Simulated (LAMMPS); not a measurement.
LAMMPS 22 Jul 2025, classical MD, EDIP (Si.edip): Si, 1728 atoms.

| Item | Value |
|---|---|
| task | MD, nve |
| potential | EDIP, Si.edip |
| copies of the repeat unit | 6×6×6 |
| shape (slab and sphere leave vacuum in the box) | bulk |
| steps | 2000 |
| timestep | 1 fs |
| thermo | 50 |
| newton | on (default) |
| atom_modify sort (bins of 2 Å where set) | 1000 (default) |
| comm_style | brick (default) |
| box | 32.6 × 32.6 × 32.6 Å |
| start | generated diamond lattice, warmed in an untimed run |

All runs start from one configuration, warmed at this fixed volume for 1000 steps under a thermostat at 1200 K. The run at a skin of 2 Å has a mean temperature of 1180 K and a mean pressure of 0.3 GPa.

Single runs; times are not shown.

With neigh_modify every 1 delay 0 check yes, skins of 0.1, 0.3, 0.5, 1, 1.5, 2, 3 Å were run. Further schedules:
- skin 2 Å, every 20 delay 0 check no
- skin 0.3 Å, every 20 delay 0 check no
- skin 0.3 Å, every 1 delay 10 check yes
- skin 1 Å, every 1 delay 10 check yes
- skin 0.3 Å, every 10 delay 0 check yes
- skin 2 Å, every 10 delay 0 check yes
- skin 1 Å, every 100 delay 0 check no

A schedule rebuilds too seldom if it shows a dangerous build, rebuilds less often than the check at every step does at that skin, or fails.

Question: How often does the distance check rebuild the lists at each skin, and which schedules rebuild too seldom?

Answer: With the check at every step the rebuilds are 842 at 0.1 Å, 310 at 0.3 Å, 188 at 0.5 Å, 88 at 1 Å, 43 at 1.5 Å, 14 at 2 Å, 0 at 3 Å. Too seldom: skin 0.3 Å, every 20 delay 0 check no; skin 0.3 Å, every 1 delay 10 check yes; skin 0.3 Å, every 10 delay 0 check yes; skin 2 Å, every 10 delay 0 check yes; skin 1 Å, every 100 delay 0 check no.

```json
[
 {"setting": "skin 0.1 Å, every 1 delay 0 check yes", "rebuilds": "842", "dangerous builds": "—", "list entries an atom": "4.00", "change of the total energy (meV/atom)": "+0.0049"},
 {"setting": "skin 0.3 Å, every 1 delay 0 check yes", "rebuilds": "310", "dangerous builds": "—", "list entries an atom": "4.05", "change of the total energy (meV/atom)": "+0.0049"},
 {"setting": "skin 0.5 Å, every 1 delay 0 check yes", "rebuilds": "188", "dangerous builds": "—", "list entries an atom": "4.84", "change of the total energy (meV/atom)": "+0.0049"},
 {"setting": "skin 1 Å, every 1 delay 0 check yes", "rebuilds": "88", "dangerous builds": "—", "list entries an atom": "15.7", "change of the total energy (meV/atom)": "+0.0049"},
 {"setting": "skin 1.5 Å, every 1 delay 0 check yes", "rebuilds": "43", "dangerous builds": "—", "list entries an atom": "24.8", "change of the total energy (meV/atom)": "+0.0049"},
 {"setting": "skin 2 Å, every 1 delay 0 check yes", "rebuilds": "14", "dangerous builds": "—", "list entries an atom": "28.3", "change of the total energy (meV/atom)": "+0.0049"},
 {"setting": "skin 3 Å, every 1 delay 0 check yes", "rebuilds": "0", "dangerous builds": "—", "list entries an atom": "44.6", "change of the total energy (meV/atom)": "+0.0049"},
 {"setting": "skin 2 Å, every 20 delay 0 check no", "rebuilds": "100", "dangerous builds": "not counted", "list entries an atom": "28.2", "change of the total energy (meV/atom)": "+0.0049"},
 {"setting": "skin 0.3 Å, every 20 delay 0 check no", "rebuilds": "100", "dangerous builds": "not counted", "list entries an atom": "4.05", "change of the total energy (meV/atom)": "+0.0061"},
 {"setting": "skin 0.3 Å, every 1 delay 10 check yes", "rebuilds": "200", "dangerous builds": "200", "list entries an atom": "4.05", "change of the total energy (meV/atom)": "+0.0049"},
 {"setting": "skin 1 Å, every 1 delay 10 check yes", "rebuilds": "88", "dangerous builds": "0", "list entries an atom": "15.7", "change of the total energy (meV/atom)": "+0.0049"},
 {"setting": "skin 0.3 Å, every 10 delay 0 check yes", "rebuilds": "200", "dangerous builds": "200", "list entries an atom": "4.05", "change of the total energy (meV/atom)": "+0.0049"},
 {"setting": "skin 2 Å, every 10 delay 0 check yes", "rebuilds": "11", "dangerous builds": "0", "list entries an atom": "28.2", "change of the total energy (meV/atom)": "+0.0049"},
 {"setting": "skin 1 Å, every 100 delay 0 check no", "rebuilds": "20", "dangerous builds": "not counted", "list entries an atom": "15.6", "change of the total energy (meV/atom)": "+0.0049"}
]
```

Where the energy changes as in the checked runs, the late rebuilds cost nothing that shows in this run. List entries are as LAMMPS prints them (Ave neighs/atom).
